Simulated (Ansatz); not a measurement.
How far to go with the plane-wave cutoff: InP (R3m, 2 atoms in the cell)

```
InP
1.0
    0.00000     2.92619     2.92619
    2.92619     0.00000     2.92619
    2.92619     2.92619     0.00000
In P
1 1
Direct
  0.00493   0.00493   0.00493
  0.25000   0.25000   0.25000
```

Method: LDA (PW92), PAW files made with PBE (plane waves; Ansatz, a quantum-chemistry and plane-wave program).

Base settings: basis.ecutwfc = 420 eV; kpoints.mp_grid.grid = 7 7 7; hamiltonian.xc = lda; hamiltonian.pseudopotentials = {kind: paw} (the program's default PAW files); scf.occupations.method = fermi_dirac; scf.occupations.width = 0.02 eV.

The second cell is the first with its lattice scaled by 0.98.

The mesh stays at the base's, so the ladder's end is converged at best in this setting alone.

The first pressure column holds Ansatz's estimate of the finite-basis (Pulay) stress, which hides part of the cutoff error; the other is without it.

Only quantities that move along the ladder and can be compared are tabulated.

The count of work is k-points × plane waves × bands × iterations; it is no time. 

The starting cell has typed, rounded lattice constants, without a prior relaxation at this level. Its lattice was rescaled by up to half a per cent. One atom was moved a little off its site on purpose.

| basis.ecutwfc | free energy less the last step's (meV/atom) | energy of the compressed cell less the first (meV/atom) | pressure (GPa) | pressure without the Pulay estimate (GPa) | largest difference of a force vector from the last step's (eV/Å) | count of work / last |
|---|---|---|---|---|---|---|
| 145 eV | 22781.21 | 135.54 | 12.19 | -519.03 | 0.146 | 0.056 |
| 170 eV | 8846.26 | -0.06 | -2.03 | -245.52 | 0.001 | 0.070 |
| 190 eV | 4137.20 | -48.74 | 0.37 | -131.36 | 0.031 | 0.083 |
| 210 eV | 1833.74 | 40.77 | -0.95 | -67.03 | 0.023 | 0.090 |
| 230 eV | 813.62 | 12.28 | -0.64 | -34.38 | 0.005 | 0.095 |
| 250 eV | 341.15 | 9.03 | -0.99 | -16.95 | 0.003 | 0.11 |
| 295 eV | 41.37 | 12.75 | -0.84 | -3.42 | 0.003 | 0.15 |
| 335 eV | 5.75 | 12.63 | -0.84 | -1.21 | 0.000 | 0.20 |
| 380 eV | 1.49 | 12.53 | -0.85 | -0.90 | 0.000 | 0.24 |
| 420 eV | 0.88 | 12.52 | -0.86 | -0.87 | 0.000 | 0.25 |
| 460 eV | 0.64 | 12.53 | -0.86 | -0.86 | 0.000 | 0.31 |
| 505 eV | 0.52 | 12.52 | -0.86 | -0.86 | 0.000 | 0.34 |
| 565 eV | 0.30 | 12.53 | -0.86 | -0.87 | 0.000 | 0.40 |
| 630 eV | 0.10 | 12.52 | -0.86 | -0.86 | 0.000 | 0.49 |
| 735 eV | 0.03 | 12.52 | -0.86 | -0.86 | 0.000 | 0.60 |
| 840 eV | 0.02 | 12.52 | -0.86 | -0.86 | 0.000 | 0.74 |
| 1010 eV | 0.00 | 12.52 | -0.86 | -0.86 | 0.000 | 1.0 |

Coarsest basis.ecutwfc that holds the pressure without the Pulay estimate within 1 GPa of the last step, with all finer ones: 335 eV, at 0.20 of the last step's count of work; the step before is off by 2.6 GPa.

Coarsest basis.ecutwfc that holds the forces within 0.01 eV/Å of the last step, with all finer ones: 230 eV, at 0.095 of the last step's count of work; the step before is off by 0.023 eV/Å.

Coarsest basis.ecutwfc that holds the energy of the compressed cell less the first within 0.2 meV/atom of the last step, with all finer ones: 335 eV, at 0.20 of the last step's count of work; the step before is off by 0.23 meV/atom.

The energy difference between the two cells stays within 1 meV/atom of the last step's from 295 eV on, the total only from 420 eV on: much of the error is common to both cells and cancels.

At the lowest cutoff the pressure without the Pulay estimate lies 518 GPa under the last step's, the usual sign of Pulay stress in an incomplete plane-wave basis.

Keys are those of Ansatz 0.2.
